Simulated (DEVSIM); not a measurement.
Structure: illuminated Si p-on-n cell, one wavelength, at 350 K.

Layer 1 from the left is Si, thickness (μm) 0.620, Na (cm⁻³) 1.7e18, τn (s) 6.9e-7, τp (s) 1.4e-5, absorption coefficient (cm⁻¹) 170. Layer 2 from the left is Si, thickness (μm) 41.0, Nd (cm⁻³) 4.3e16, τn (s) 2.3e-5, τp (s) 2.3e-5, absorption coefficient (cm⁻¹) 170.

Left contact: ohmic, minority electron recombination velocity 40000 cm/s. Right contact: ohmic, minority hole recombination velocity 1e5 cm/s. Voltage is applied to the left contact. Recombination: SRH at mid-gap, radiative, Auger. Light enters at the left, 1.4e18 photons cm⁻² s⁻¹, one pass, no reflection. Mobility is μmin + (μ − μmin)/(1 + (N/Nref)^α).

This is a model device: material constants are rounded textbook-type values typed into the input, and sizes, dopings and lifetimes were drawn at random. Values at 300 K; Nc and Nv go as T^1.5, mobilities as T to minus their exponent, the gap by Varshni's rule with the affinity fixed.

Si: gap (eV) 1.124, affinity (eV) 4.05, permittivity 11.7, Nc (cm⁻³) 2.86e19, Nv (cm⁻³) 3.1e19, μn (cm²/Vs) 1417, μp (cm²/Vs) 470, μn,min 52, μp,min 45, Nref,n 9.7e16, Nref,p 2.2e17, αn 0.68, αp 0.72, T exponent of μn 2.3, T exponent of μp 2.2, B (cm³/s) 4.7e-15, Cn (cm⁶/s) 2.8e-31, Cp (cm⁶/s) 9.9e-32, Varshni α (eV/K) 0.000473, Varshni β (K) 636.

DEVSIM, 1D drift-diffusion, Boltzmann statistics, complete ionisation; no tunnelling, impact ionisation, image-force lowering or self-heating.

Dark forward current:

```
|V| (V)  |J| (A/cm²)
-------  -----------
0.05        9.006e-9
0.10        4.732e-8
0.15        2.295e-7
0.20        1.141e-6
0.25        5.820e-6
0.30        3.011e-5
0.35       0.0001569
0.40       0.0008208
0.45        0.004300
0.50         0.02253
0.55          0.1179
0.60          0.6103
0.65           3.022
0.70           13.17
0.75           46.84
0.80           133.6
0.85           310.4
0.90           609.3
0.95            1052
1.00            1651
1.05            2413
```

Task: Work out the local ideality factor n = ΔV / (kT/q · ln(J2/J1)) between the rows 0.15 and 0.20 V, 0.45 and 0.50 V, 1.00 and 1.05 V.

Result: kT/q = 30.16 mV. From 0.15 to 0.20 V: ln(1.141e-6/2.295e-7) = 1.604, n = 1.03, near the 1 of diffusion or emission over a barrier. From 0.45 to 0.50 V: ln(0.02253/0.004300) = 1.656, n = 1.00, near the 1 of diffusion or emission over a barrier. From 1.00 to 1.05 V: ln(2413/1651) = 0.379, n = 4.37.

Task: What current could the absorbed light give at most, and what share is collected?

Result: Σ αd = 0.708, so qΦ(1 − exp(−Σ αd)) = 114 mA/cm². The simulated short-circuit current is 64.83 mA/cm², a share of 0.57.

Task: Estimate the open-circuit voltage by superposition: the voltage at which the dark current equals that short-circuit current.

Result: Interpolating ln J in the table gives 0.532 V. The simulation gives 0.532 V, the same within the digits that matter. Superposition holds where collection doesn't change with voltage.

Task: Estimate the fill factor from FF0 = (v − ln(v + 0.72))/(v + 1), v = qVoc/(nkT), with n from the dark curve.

Result: The rows about Voc, 0.50 and 0.55 V, give n = 1.00, so v = 17.6 and FF0 = 0.790. The simulation gives 0.788, the same within the digits that matter.
